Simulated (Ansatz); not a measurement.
The reference is La$_{2}$O$_{3}$ (space group P-3m1, No. 164; a = 3.906 Å, c = 6.040 Å).

Computed with PBEsol in Ansatz (plane waves to 420 eV, PAW, spin-orbit coupling left out).

Base values:

| Item | Result |
|---|---|
| Electron mass | 1.3 mₑ (at K) |
| Gap character | indirect, L → K |
| Smallest direct gap | 3.86 eV |

Perturbation: cell and atoms relaxed at a pressure of 30 GPa.

Question: Predict the new electron mass, gap character and smallest direct gap.

Answer: The electron mass changes from 1.3 mₑ (at K) to 1.1 mₑ along c, 1.0 mₑ across (at K); the gap character stays indirect, L → K; the smallest direct gap shrinks by 0.09 eV (3.86 eV → 3.77 eV).

Load acts through the strain it causes; cell and atoms are relaxed under it. Masses are band curvatures over ±0.01 Å⁻¹ around the edge. No phonon test of stability was made. Competing high-pressure phases were not computed.

Ansatz is a program for electronic structure.
